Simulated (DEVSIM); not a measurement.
Device: Schottky contact on n-type Si, at 350 K.

```csv
layer (left to right),material,thickness (μm),Nd (cm⁻³),τn (s),τp (s)
1,Si,0.440,4.7e15,0.00026,0.00026
```

Left contact: Schottky, work function 4.85 eV, emission velocity 1.9e6 cm/s. Right contact: ohmic. Voltage is applied to the left contact. Recombination: SRH at mid-gap, radiative. Mobility is constant in doping.

Constants are typed, rounded textbook-type inputs, not results; the design itself was drawn at random and stands for no fabricated device. Values at 300 K; Nc and Nv go as T^1.5, mobilities as T to minus their exponent, the gap by Varshni's rule with the affinity fixed.

| parameter | Si |
|---|---|
| gap (eV) | 1.124 |
| affinity (eV) | 4.05 |
| permittivity | 11.7 |
| Nc (cm⁻³) | 2.86e19 |
| Nv (cm⁻³) | 3.1e19 |
| μn (cm²/Vs) | 1417 |
| μp (cm²/Vs) | 470 |
| T exponent of μn | 2.3 |
| T exponent of μp | 2.2 |
| B (cm³/s) | 4.7e-15 |
| Varshni α (eV/K) | 0.000473 |
| Varshni β (K) | 636 |

Model (solved in DEVSIM): 1D drift-diffusion, Boltzmann statistics, complete ionisation; no tunnelling, impact ionisation, image-force lowering or self-heating. Metal contacts follow the ideal Schottky-Mott rule: no Fermi-level pinning, no interface dipoles.

The metal work function was swept, all else fixed.

```json
[
 {"metal work function (eV)": "4.7", "dark forward voltage at 1 A/cm² (V)": "0.165", "largest field in the device at zero bias (V/cm)": "23000", "potential step across the device at zero bias (V)": "0.380", "dark forward voltage at 100 A/cm² (V)": "0.313"},
 {"metal work function (eV)": "4.75", "dark forward voltage at 1 A/cm² (V)": "0.215", "largest field in the device at zero bias (V/cm)": "24000", "potential step across the device at zero bias (V)": "0.430", "dark forward voltage at 100 A/cm² (V)": "0.363"},
 {"metal work function (eV)": "4.8", "dark forward voltage at 1 A/cm² (V)": "0.264", "largest field in the device at zero bias (V/cm)": "26000", "potential step across the device at zero bias (V)": "0.480", "dark forward voltage at 100 A/cm² (V)": "0.413"},
 {"metal work function (eV)": "4.85", "dark forward voltage at 1 A/cm² (V)": "0.313", "largest field in the device at zero bias (V/cm)": "27000", "potential step across the device at zero bias (V)": "0.530", "dark forward voltage at 100 A/cm² (V)": "0.461"},
 {"metal work function (eV)": "4.9", "dark forward voltage at 1 A/cm² (V)": "0.354", "largest field in the device at zero bias (V/cm)": "29000", "potential step across the device at zero bias (V)": "0.580", "dark forward voltage at 100 A/cm² (V)": "0.502"},
 {"metal work function (eV)": "4.95", "dark forward voltage at 1 A/cm² (V)": "0.379", "largest field in the device at zero bias (V/cm)": "35000", "potential step across the device at zero bias (V)": "0.630", "dark forward voltage at 100 A/cm² (V)": "0.531"},
 {"metal work function (eV)": "5", "dark forward voltage at 1 A/cm² (V)": "0.387", "largest field in the device at zero bias (V/cm)": "51000", "potential step across the device at zero bias (V)": "0.680", "dark forward voltage at 100 A/cm² (V)": "0.544"},
 {"metal work function (eV)": "5.05", "dark forward voltage at 1 A/cm² (V)": "0.388", "largest field in the device at zero bias (V/cm)": "94000", "potential step across the device at zero bias (V)": "0.730", "dark forward voltage at 100 A/cm² (V)": "0.547"}
]
```

From the first row to the last the dark forward voltage at 1 A/cm² goes from 0.165 to 0.388. From the first row to the last the largest field in the device at zero bias goes from 23000 to 94000.
